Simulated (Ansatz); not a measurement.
The parent structure is CdSe in the zinc blende structure (space group F-43m, No. 216; a = 6.0816 Å). Axes: x, y, z lie along the cube axes.

The values are results of PBEsol (Ansatz, a first-principles code; PAW; 420 eV plane waves; scalar-relativistic without spin-orbit coupling), not measurements.

Before the change:

The pressure is 0.0 kbar.

Now apply this change: compressive biaxial strain of 2.50 % in the plane normal to [001], as in epitaxy on a mismatched substrate; the out-of-plane cell vector and the atoms relax.

What does the calculation give for the pressure after the change?

The pressure (mean of the normal stresses, compression positive) goes from zero to 7.7 kbar.

What happens to the energy relative to the base?

The energy rises by 5.0 meV/atom.

Whether these cells are dynamically stable was not tested.
